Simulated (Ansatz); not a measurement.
**Hypothetical zinc blende KI: element substitutions**

Take KI in the zinc blende structure (space group F-43m, No. 216; a = 7.991 Å; a hypothetical phase, not in the database extracts checked) as the base.

Each row replaces one element on all its sites; cell and atoms are relaxed.

Computed with PBE (Ansatz, a first-principles code), scalar-relativistic without spin-orbit coupling.

| variant | band gap | shortest interatomic distance | density |
|---|---|---|---|
| base | 3.90 eV | 3.460 Å | 2.16 g/cm³ |
| K → Cs | ___ | ___ | ___ |
| K → Sc | zero | 2.856 Å | 3.98 g/cm³ |
| I → F | 5.06 eV | 2.577 Å | ___ |
| I → C | zero | 2.854 Å | 1.19 g/cm³ |

Question: Some entries are withheld; estimate them.

Answer: 
- K → Cs, band gap: 3.72 eV
- K → Cs, shortest interatomic distance: 3.786 Å
- K → Cs, density: 2.58 g/cm³
- I → F, density: 1.83 g/cm³

Other magnetic orders, which the real material may have, were not ruled out. Spin-orbit coupling, missing from the scalar runs, can matter with I. Whether these cells are dynamically stable was not tested. As relaxed here, CsI, ScI, KF and KC are hypothetical phases, not in the database extracts checked. Spin-polarised in the final run: ScI; the other runs are not. An odd electron count without spin: KC.
